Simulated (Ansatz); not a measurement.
Worked example: self-consistent single point of B6As (P1, 14 atoms in the cell) in Ansatz (an electronic-structure program).

Level of theory: PBEsol, default PAW files made with PBE (plane waves; Ansatz).

```yaml
crystal:
  lattice:
    - [3.06842, 1.77155, 3.96494]
    - [-3.06842, 1.77155, 3.96494]
    - [0.00000, -3.54311, 3.96494]
  atoms:
    - { symbol: B, position: [0.01934, 0.01317, 0.32449] }
    - { symbol: B, position: [0.98202, 0.97201, 0.66799] }
    - { symbol: B, position: [0.32875, 0.00707, 0.01425] }
    - { symbol: B, position: [0.66765, 0.98417, 0.99174] }
    - { symbol: B, position: [0.03170, 0.33045, 0.00723] }
    - { symbol: B, position: [0.98673, 0.66011, 0.99297] }
    - { symbol: B, position: [0.81661, 0.28017, 0.82080] }
    - { symbol: B, position: [0.19090, 0.72918, 0.17907] }
    - { symbol: B, position: [0.82250, 0.82133, 0.26401] }
    - { symbol: B, position: [0.16741, 0.18919, 0.73154] }
    - { symbol: B, position: [0.28276, 0.81503, 0.82240] }
    - { symbol: B, position: [0.72321, 0.19075, 0.18316] }
    - { symbol: As, position: [0.58786, 0.60048, 0.59694] }
    - { symbol: As, position: [0.39256, 0.40689, 0.40339] }
```

Reference input (self-consistent single point, DFT, HSE06, plane waves, default PAW files made with PBE): basis.ecutwfc = 420 eV; kpoints.mp_grid.grid = 3 3 3; hamiltonian.xc = hse06; hamiltonian.pseudopotentials = {kind: paw} (the program's default PAW files); scf.occupations.method = fixed. This run's input differs from it in these lines:

Ansatz 0.2 input:
```diff
@@ -26,3 +26,3 @@
 hamiltonian:
-  xc: hse06
+  xc: pbesol
   pseudopotentials: { kind: paw }
```

The program printed (abridged):

```
SCF iter   1: F=—  HF=-11459.770522 eV  |F-HF|=—  |Δ(HF+E_count)|=         —  Δρ=4.42e-3  dr2=2.93e-2  ethr=1.77e-3  ⟨swp⟩=4.9  Hψ=2361  notcnv=0  defer=162
all-band conjugate gradients solve this SCF's bands
preconditioner: auto → Resta (q_TF=auto, 2.439 Å⁻¹)
SCF iter   2: F=—  HF=-11459.762332 eV  |F-HF|=—  |Δ(HF+E_count)|=   8.19e-3  Δρ=2.48e-3  dr2=8.22e-3  ethr=4.44e-5  ⟨swp⟩=3.1  Hψ=1261  notcnv=0  defer=168
   [... lines left out ...]
SCF iter   4: F=—  HF=-11459.760196 eV  |F-HF|=—  |Δ(HF+E_count)|=   1.16e-4  Δρ=1.61e-4  dr2=3.96e-5  ethr=5.22e-7  ⟨swp⟩=2.0  Hψ=1033  notcnv=0  defer=168
SCF iter   5: F=—  HF=-11459.760198 eV  |F-HF|=—  |Δ(HF+E_count)|=   1.78e-6  Δρ=4.06e-5  dr2=3.35e-6  ethr=6.00e-8  ⟨swp⟩=2.0  Hψ=1032  notcnv=0  defer=130
SCF iter   6: F=—  HF=-11459.760197 eV  |F-HF|=—  |Δ(HF+E_count)|=   1.06e-6  Δρ=1.36e-5  dr2=1.92e-7  ethr=5.08e-9  ⟨swp⟩=2.0  Hψ=1026  notcnv=0  defer=130
SCF iter   7: F=-11459.760197 eV  HF=-11459.760197 eV  |F-HF|=5.54e-9  |Δ(HF+E_count)|=   1.50e-7  Δρ=2.10e-6  dr2=1.08e-8  ethr=1.52e-10  ⟨swp⟩=11.5  Hψ=3481  notcnv=0
SCF 1 converged in 7 iterations: F = -11459.760197 eV  dr2 = 1.08e-8
Free energy (F): -11459.760197 eV
Internal energy: -11459.760197 eV  (E = F + TS)
E sigma→0 (E₀):  -11459.760197 eV
Fermi energy:    8.515556 eV
--- Forces (eV/Å), atoms counted from 1 ---
  atom   1  B     -0.30898768     0.31783676    -0.66701658
  atom   2  B     -0.39036382    -0.91811993     2.09525884
  atom   3  B     -0.74591955     0.46549072     0.49919337
  atom   4  B      0.41747507     0.97943465     0.32932894
  atom   5  B      0.05385699    -1.83588007    -1.35958294
  atom   6  B     -1.04568583     1.58612384     1.44053672
  atom   7  B      0.50731070    -0.52929811    -0.40076591
  atom   8  B     -1.07689169    -0.29362601    -1.47118500
  atom   9  B     -0.16860425    -0.69128134     0.73108194
   [... lines left out ...]
  atom  14  As     0.80599762    -0.38776495    -0.66401353
--- Stress (GPa, compression-positive) ---
       -2.721954       0.730114      -0.769634
        0.730116      -0.883172      -1.679439
       -0.769634      -1.679438      -1.608349
  P = ⅓ Tr σ = -1.7378 GPa (-17.378 kbar)
  The stress holds the Pulay correction. Without it, at fixed plane waves, as pw.x and ABINIT print it: P = -1.9637 GPa
```

The run converged in 7 iterations. Against the reference run the pressure moves little (-1.78 to -1.74 GPa), the largest force goes from 2.539 to 2.384 eV/Å and the gap on the mesh goes from 3.926 to 3.018 eV.

The starting cell comes from a database of computed structures (which also holds hypothetical and non-ambient phases and stackings), without a prior relaxation at this level. Its atoms were displaced at random from the sites of space group no. 166. Forces in this geometry exceed 1 eV/Å. Ansatz's pressure includes its estimate of the finite-basis (Pulay) stress.
